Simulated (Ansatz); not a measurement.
# hcp Ti (0 0 1) on beta Ga2O3 (-2 0 1) (film strained to the substrate, faces as cut)

A periodic stack without vacuum, hcp Ti (0 0 1) on beta Ga2O3 (-2 0 1) (film strained to the substrate, faces as cut): substrate slab Ga10O18, film Ti12, surface cells [[-2, -1], [-1, -1]] and [[0, -1], [3, 1]], film strained by -2.0 and +4.9 %, faces O/O and Ti/Ti as cut (like faces can put a slab off its formula).

The start was prepared with a machine-learned potential, and the result is one local minimum, with the in-plane cell held and forces under 0.04 eV/Å; the film can end far from its bulk form.

Computed with PBE (plane waves to 420 eV, PAW; Ansatz, an electronic-structure program). No spin–orbit coupling; the runs are not spin-polarised; PBE gaps are too small against experiment. Its k-point mesh 9×4×1, Fermi–Dirac width 0.05 eV.

```
Item                                                                                        Value
--------------------------------------------------------------------------------  ---------------
interface area                                                                            23.1 Å²
period                                                                                    21.64 Å
gaps between the outermost planes at the two interfaces                           1.08 and 1.08 Å
O–Ti contacts across the interfaces within 1.22 times the sum of covalent radii   18, mean 2.19 Å
Ga–Ti contacts across the interfaces within 1.22 times the sum of covalent radii   8, mean 3.10 Å
```

```yaml
crystal:
  lattice:
    - [3.08340, -0.00027, -0.01575]
    - [1.54161, 7.48174, -0.13689]
    - [0.15138, -0.38222, 21.65398]
  atoms:
    - { symbol: Ga, position: [0.95136, 0.04109, 0.08985] }
    - { symbol: Ga, position: [0.25665, 0.41769, 0.08591] }
    - { symbol: Ga, position: [0.59467, 0.74204, 0.17031] }
    - { symbol: Ga, position: [0.82416, 0.28096, 0.22028] }
    - { symbol: Ga, position: [0.16052, 0.60731, 0.30583] }
    - { symbol: Ga, position: [0.47628, 0.97606, 0.30503] }
    - { symbol: Ga, position: [0.81216, 0.30217, 0.39018] }
    - { symbol: Ga, position: [0.04241, 0.84100, 0.44083] }
    - { symbol: Ga, position: [0.37802, 0.16761, 0.52467] }
    - { symbol: Ga, position: [0.69175, 0.54003, 0.52255] }
    - { symbol: O, position: [0.48498, 0.96901, 0.13564] }
    - { symbol: O, position: [0.70443, 0.50960, 0.02804] }
    - { symbol: O, position: [0.36289, 0.18980, 0.02621] }
    - { symbol: O, position: [0.81966, 0.29070, 0.12989] }
    - { symbol: O, position: [0.02438, 0.87148, 0.02125] }
    - { symbol: O, position: [0.15085, 0.62997, 0.13906] }
    - { symbol: O, position: [0.70314, 0.52090, 0.35246] }
    - { symbol: O, position: [0.93389, 0.06199, 0.25789] }
    - { symbol: O, position: [0.59739, 0.73443, 0.25724] }
    - { symbol: O, position: [0.03940, 0.84870, 0.35360] }
    - { symbol: O, position: [0.26236, 0.40407, 0.24411] }
    - { symbol: O, position: [0.37354, 0.18007, 0.36572] }
    - { symbol: O, position: [0.92168, 0.07944, 0.57964] }
    - { symbol: O, position: [0.15391, 0.61699, 0.47674] }
    - { symbol: O, position: [0.81510, 0.29428, 0.47930] }
    - { symbol: O, position: [0.26500, 0.39229, 0.58102] }
    - { symbol: O, position: [0.48515, 0.95472, 0.47112] }
    - { symbol: O, position: [0.60965, 0.70200, 0.59314] }
    - { symbol: Ti, position: [0.14980, 0.62039, 0.65054] }
    - { symbol: Ti, position: [0.48714, 0.94493, 0.64305] }
    - { symbol: Ti, position: [0.81795, 0.28445, 0.64803] }
    - { symbol: Ti, position: [0.60187, 0.71414, 0.75538] }
    - { symbol: Ti, position: [0.93680, 0.04243, 0.74867] }
    - { symbol: Ti, position: [0.26629, 0.38438, 0.75153] }
    - { symbol: Ti, position: [0.13794, 0.64338, 0.86457] }
    - { symbol: Ti, position: [0.47260, 0.97054, 0.85954] }
    - { symbol: Ti, position: [0.80527, 0.30515, 0.85858] }
    - { symbol: Ti, position: [0.58636, 0.74478, 0.97125] }
    - { symbol: Ti, position: [0.91887, 0.07648, 0.96063] }
    - { symbol: Ti, position: [0.25379, 0.40567, 0.96123] }
```
